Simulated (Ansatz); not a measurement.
Consider this model of amorphous IGZO (In10Ga10Zn5O35).

```xyz
60
Lattice="9.1202 0.0000 0.0000 0.0000 9.1202 0.0000 0.0000 0.0000 9.1202" Properties=species:S:1:pos:R:3 pbc="T T T"
In     8.3858     1.2640     1.3588
In     3.9958     5.2840     6.4081
In     1.7889     1.6092     8.1339
In     1.6483     8.2547     1.5468
In     6.3467     6.2914     8.5514
In     0.9366     7.5669     7.5128
In     2.2979     2.9620     2.1093
In     0.8550     0.2655     4.6311
In     1.8526     6.1192     3.8758
In     5.0363     2.7697     8.5605
Ga     8.0365     4.2151     3.0109
Ga     3.9592     8.6267     7.0516
Ga     3.0684     5.6492     0.4772
Ga     1.1380     3.3601     5.5099
Ga     4.4970     8.1745     3.9284
Ga     0.3579     4.5834     0.1118
Ga     4.6533     2.1218     5.6373
Ga     7.5052     7.0943     2.6137
Ga     7.0337     7.6179     5.7871
Ga     5.4306     2.0273     2.6350
Zn     5.0397     8.8013     0.7807
Zn     7.3315     0.6941     7.6662
Zn     4.8081     4.9740     3.2103
Zn     7.4669     2.0466     5.0666
Zn     7.8878     4.8443     6.4086
O      6.6881     7.6059     0.9856
O      4.4152     0.2772     5.3974
O      3.6440     3.1209     6.8228
O      8.8747     8.6873     2.5844
O      4.3577     2.9008     1.4279
O      3.5261     7.4061     1.0681
O      6.1220     5.7547     6.3707
O      4.8059     3.0928     4.0916
O      6.5719     5.2342     2.5159
O      7.2470     2.2150     3.0473
O      1.9243     0.0923     6.5354
O      6.4277     7.7343     4.0413
O      1.5724     1.2312     1.1673
O      9.0164     5.9494     3.0439
O      9.0711     0.1383     8.5717
O      8.0945     0.2940     5.6250
O      1.9716     4.9863     5.5873
O      4.6488     5.0203     8.6650
O      3.8740     0.7820     8.4420
O      0.4580     2.8001     7.1067
O      1.1358     6.4098     0.2222
O      3.1230     6.9863     7.3460
O      7.8944     4.8500     8.3784
O      6.5334     1.4239     0.3183
O      9.1138     3.4587     1.6281
O      6.0090     8.2201     7.3383
O      4.6885     0.3346     2.5982
O      2.1031     3.9230     0.0049
O      6.2586     2.2393     6.6714
O      4.0481     6.3898     4.4233
O      2.8943     4.9930     2.3795
O      8.4322     3.7986     4.8584
O      2.2707     8.1833     3.6410
O      1.6183     2.2128     4.1068
O      8.6810     6.7634     6.1826
```

These are PBE, scalar-relativistic without spin-orbit coupling (plane waves to 420 eV, PAW; Ansatz, an electronic-structure program) values and carry that method's errors.

It comes from a melt-quench run on a machine-learned potential (CHGNet), relaxed afterwards by DFT. O atoms were pushed apart under 1.9 Å during the dynamics, to hinder bonds among them. The hot cell started wider than the set density and was brought back towards it in steps. It is the lowest in DFT energy of 2 quenches. It is a model cell: composition and starting density were chosen by hand, and all elements were melted together. No dispersion term was used. Its density started from a set value of 5.93 and ended at 5.98 g/cm³. The simulated quench (nominally 190 K/ps over its main leg) is rapid and tends to freeze in more defects than a deposited or slowly cooled glass has. One small periodic cell is one sample of the glass; other quenches scatter about these values. The volume was free in the relaxation, at fixed shape. Stress components on the final sampling reach 2.2 GPa.

Bonds are counted up to In-In 3.12 Å, In-Ga 2.90 Å, In-Zn 2.90 Å, In-O 2.60 Å, Ga-Ga 2.68 Å, Ga-Zn 2.68 Å, Ga-O 2.38 Å, Zn-Zn 2.68 Å, Zn-O 2.26 Å, O-O 1.58 Å. Two cations that share two anions don't count as bonded, nor two that share one unless they lie closer than In-In 3.04 Å, In-Ga 2.82 Å, In-Zn 2.82 Å, Ga-Ga 2.61 Å, Ga-Zn 2.61 Å, Zn-Zn 2.61 Å.

### Question
Give the coordination numbers, mean bond lengths and angles.

### Answer

The mean coordination of In by anions is 5.50 (5 with 5, 5 with 6) and the mean coordination of Ga by anions is 4.60 (4 with 4, 6 with 5). The mean coordination of Zn by anions is 4.20 (4 with 4, 1 with 5) and the mean coordination of O comes out as 3.49 (1 with 2, 16 with 3, 18 with 4). The mean In-O bond comes out as 2.215 Å (spread 0.102 Å, 55 counted). The mean Ga-O bond is 1.947 Å (spread 0.107 Å, 46 counted), the mean Zn-O bond is 2.043 Å (spread 0.074 Å, 21 counted) and the bond angle at In comes out as mean 103.9°, spread 27.2°. The bond angle at Ga is mean 107.4°, spread 23.2°. The bond angle at Zn is mean 107.9°, spread 21.2° and the bond angle at O is mean 111.0°, spread 16.0°.

### Question
List the pairs of like atoms that count as bonded by the rules above.

### Answer
There are none by these rules.

### Question
What Bader charges do the atoms carry, from a run on the zone centre alone?

### Answer
Means (range): In +1.82 e (+1.78 to +1.87), Ga +1.84 e (+1.79 to +1.89), Zn +1.26 e (+1.23 to +1.29), O -1.23 e (-1.28 to -1.19).
```
atom  charge (e)
----  ----------
In1        +1.84
In2        +1.86
In3        +1.82
In4        +1.78
In5        +1.80
In6        +1.78
In7        +1.87
In8        +1.79
In9        +1.80
In10       +1.87
Ga11       +1.85
Ga12       +1.83
Ga13       +1.85
Ga14       +1.79
Ga15       +1.89
Ga16       +1.82
Ga17       +1.80
Ga18       +1.87
Ga19       +1.84
Ga20       +1.83
Zn21       +1.29
Zn22       +1.27
Zn23       +1.27
Zn24       +1.23
Zn25       +1.27
O26        -1.20
O27        -1.26
O28        -1.22
O29        -1.20
O30        -1.22
O31        -1.20
O32        -1.22
O33        -1.28
O34        -1.24
O35        -1.23
O36        -1.22
O37        -1.25
O38        -1.20
O39        -1.24
O40        -1.23
O41        -1.21
O42        -1.21
O43        -1.21
O44        -1.23
O45        -1.20
O46        -1.23
O47        -1.23
O48        -1.22
O49        -1.22
O50        -1.25
O51        -1.24
O52        -1.25
O53        -1.23
O54        -1.24
O55        -1.23
O56        -1.22
O57        -1.24
O58        -1.19
O59        -1.23
O60        -1.23
```
